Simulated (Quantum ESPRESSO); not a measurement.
# Converging the k-point mesh: LuF3 (P3m1, 4 atoms in the cell)

```xyz
4
Lattice="3.8273 0.0000 0.0000 -1.9137 3.3146 0.0000 0.0000 0.0000 4.2198" Properties=species:S:1:pos:R:3 pbc="T T T"
Lu     0.0000     0.0000     2.1599
F      0.0000     2.2097     2.5740
F      1.9137     1.1049     1.6458
F      0.0000     0.0000     0.0000
```

Method of the run: PBEsol, PSlibrary ultrasoft (PBE) pseudopotentials (plane waves; Quantum ESPRESSO 7.5).

Base settings: ecutwfc = 55 Ry; ecutrho = 440 Ry; occupations = fixed; input_dft = pbesol; potentials = {Lu: Lu.pbe-spdn-rrkjus_psl.1.0.0.UPF, F: F.pbe-n-rrkjus_psl.1.0.0.UPF}; K_POINTS = automatic 3 3 3 0 0 0; nbnd = 20; conv_thr = 1e-10 Ry; mixing_beta = 0.4.

Only quantities that move along the ladder and can be compared are tabulated.

The count of work is k-points × plane waves × bands × iterations; it is no time. Core times come from one kind of shared machine, to one figure; runs under 30 s give none.

The starting cell comes from a database of computed structures (which also holds hypothetical and non-ambient phases and stackings), without a prior relaxation at this level. Its lattice was rescaled by up to half a per cent. One atom was moved a little off its site on purpose. Spin-orbit coupling is off. In the base run, with a pressure of about -4 GPa the cell is away from its equilibrium volume at this level.

| K_POINTS | free energy less the last step's (meV/atom) | pressure (GPa) | largest difference of a force vector from the last step's (eV/Å) | gap on the mesh (eV) | count of work / last | core time / last (rough) |
|---|---|---|---|---|---|---|
| automatic 2 2 2 0 0 0 | 32.52 | -3.62 | 0.049 | 7.450 | 0.0075 | – |
| automatic 3 3 2 0 0 0 | 16.98 | -4.00 | 0.016 | 7.616 | 0.011 | – |
| automatic 3 3 3 0 0 0 | 1.10 | -4.34 | 0.001 | 7.567 | 0.013 | 0.04 |
| automatic 4 4 3 0 0 0 | 1.16 | -4.33 | 0.002 | 7.470 | 0.017 | – |
| automatic 4 4 4 0 0 0 | 0.16 | -4.35 | 0.000 | 7.470 | 0.022 | 0.05 |
| automatic 5 5 4 0 0 0 | 0.11 | -4.35 | 0.000 | 7.500 | 0.032 | – |
| automatic 6 6 5 0 0 0 | 0.00 | -4.36 | 0.000 | 7.471 | 0.051 | – |
| automatic 7 7 6 0 0 0 | 0.00 | -4.36 | 0.000 | 7.485 | 0.069 | 0.05 |
| automatic 8 8 6 0 0 0 | -0.01 | -4.36 | 0.000 | 7.471 | 0.086 | – |
| automatic 9 9 7 0 0 0 | -0.01 | -4.36 | 0.000 | 7.479 | 0.13 | 0.09 |
| automatic 11 11 8 0 0 0 | -0.01 | -4.36 | 0.000 | 7.476 | 0.19 | 0.1 |
| automatic 13 13 10 0 0 0 | 0.00 | -4.36 | 0.000 | 7.475 | 0.34 | 0.2 |
| automatic 16 16 12 0 0 0 | 0.00 | -4.36 | 0.000 | 7.471 | 0.59 | 0.5 |
| automatic 19 19 15 0 0 0 | 0.00 | -4.36 | 0.000 | 7.472 | 1.0 | 1 |

Coarsest K_POINTS that holds the pressure within 0.05 GPa of the last step, with all finer ones: automatic 3 3 3 0 0 0, at 0.013 of the last step's count of work and about 0.04 of the last step's time; the step before is off by 0.35 GPa.

Coarsest K_POINTS that holds the free energy within 5 meV/atom of the last step, with all finer ones: automatic 3 3 3 0 0 0, at 0.013 of the last step's count of work and about 0.04 of the last step's time; the step before is off by 17 meV/atom.

Coarsest K_POINTS that holds the forces within 0.02 eV/Å of the last step, with all finer ones: automatic 3 3 2 0 0 0, at 0.011 of the last step's count of work; the step before is off by 0.049 eV/Å.

The gap on the mesh jumps up and down from mesh to mesh; it is no smooth measure of convergence.
